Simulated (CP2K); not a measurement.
Worked example: self-consistent single point of AlAg2 (P1, 6 atoms in the cell) in CP2K.

Method: PBEsol, GPW, DZVP-MOLOPT-SR-GTH basis, GTH-PBE potentials (GTH_POTENTIALS) in CP2K 2026.2.

The change in words: atoms moved at random. Reference geometry:
```
AlAg2
1.0
    5.03610     0.00000     0.00000
    2.58458     4.32229     0.00000
    0.00000     0.00000     4.61145
Al Ag
2 4
Direct
  0.82247   0.17753   0.75000
  0.17753   0.82247   0.25000
  0.47566   0.84634   0.75000
  0.52434   0.15366   0.25000
  0.84634   0.47566   0.25000
  0.15366   0.52434   0.75000
```

Reference input (self-consistent single point, DFT PBEsol, GPW, DZVP-MOLOPT-SR-GTH basis, GTH-PBE potentials (GTH_POTENTIALS)): CUTOFF = 500 Ry; REL_CUTOFF = 50 Ry; SMEAR/METHOD = FERMI_DIRAC; ELECTRONIC_TEMPERATURE = 1160.45 K; KPOINTS/SCHEME = MONKHORST-PACK 6 6 5; GAMMA_CENTERED = T; XC_FUNCTIONAL = PBE:PBESOL; Al/BASIS_SET = DZVP-MOLOPT-SR-GTH; Al/POTENTIAL = GTH-PBE-q3; Ag/BASIS_SET = DZVP-MOLOPT-SR-GTH; Ag/POTENTIAL = GTH-PBE-q11; METHOD = GPW. This run's input differs from it in these lines:

```diff
@@ -73,8 +73,8 @@
     &COORD
-      Al       4.60087807     0.76733597     3.45858900
-      Al       3.01979993     3.55495303     1.15286300
-      Ag       4.58290492     3.65812607     3.45858900
-      Ag       3.03777308     0.66416293     1.15286300
-      Ag       5.49163139     2.05593999     1.15286300
-      Ag       2.12904661     2.26634901     3.45858900
+      Al       4.62368317     0.79476089     3.43258502
+      Al       3.00463920     3.64020586     1.11171040
+      Ag       4.59395264     3.64837931     3.45315671
+      Ag       3.06251352     0.63508689     1.17116585
+      Ag       5.48167514     1.97742993     1.22189182
+      Ag       2.09556528     2.27100412     3.44384619
     &END COORD
```

Output (repeated stretches shortened):

```
 SCF WAVEFUNCTION OPTIMIZATION

  Step     Update method      Time    Convergence         Total energy    Change
     1 NoMix/Diag. 0.30E+00      -     0.89091061      -152.2960584710 -1.52E+02
     2 Broy./Diag. 0.30E+00      -     0.27358050      -157.7129638659 -5.42E+00
     3 Broy./Diag. 0.30E+00      -     0.34837234      -154.5630149886  3.15E+00
     4 Broy./Diag. 0.30E+00      -     0.05215839      -152.1623166638  2.40E+00
     5 Broy./Diag. 0.30E+00      -     0.00972497      -151.8845002949  2.78E-01
     6 Broy./Diag. 0.30E+00      -     0.00837472      -151.9884218941 -1.04E-01
   [... 7 lines left out ...]
    14 Broy./Diag. 0.30E+00      -     0.00000566      -152.0099246014 -1.09E-04
    15 Broy./Diag. 0.30E+00      -     0.00000186      -152.0099297224 -5.12E-06
    16 Broy./Diag. 0.30E+00      -     0.00000139      -152.0099171528  1.26E-05
    17 Broy./Diag. 0.30E+00      -     0.00000005      -152.0099149869  2.17E-06
  *** SCF run converged in    17 steps ***

  Overlap energy of the core charge distribution:               0.00000000628993
  Self energy of the core charge distribution:               -250.81691310702013
  Core Hamiltonian energy:                                     82.75737370991870
  Hartree energy:                                              40.58862802731289
  Exchange-correlation energy:                                -24.53769564589354
  Electronic entropic energy:                                  -0.00130797750375
  Fermi energy:                                                 0.29570523401730

  Total energy:                                              -152.00991498686324
  Total energy (extrapolated to T->0):                       -152.00926099811136

   [... lines left out ...]

 STRESS| Analytical stress tensor [bar]
 STRESS|                        x                   y                   z
 STRESS|      x       -1.67727349219E+04  -1.51067969363E+03   1.65646783155E+03
 STRESS|      y       -1.51067969363E+03  -1.59470383462E+04   8.90145127986E+02
 STRESS|      z        1.65646783155E+03   8.90145127986E+02  -1.95850169686E+04
 STRESS| 1/3 Trace                                            -1.74349300789E+04
```

The run converged in 17 iterations. Against the reference run the free energy rises by 16.1 meV/atom, the pressure goes from -2.29 to -1.74 GPa and the largest force goes from 0.162 to 0.790 eV/Å.

The starting cell comes from a database of computed structures (which also holds hypothetical and non-ambient phases and stackings), without a prior relaxation at this level. Its lattice was rescaled by a random factor within 2.5 % of one. For this run, on top of that: atoms moved at random. Values carry the incompleteness of an atom-centred basis. The potentials were made for another functional than the one used.

Cost on one core of a shared machine: roughly 3 min.
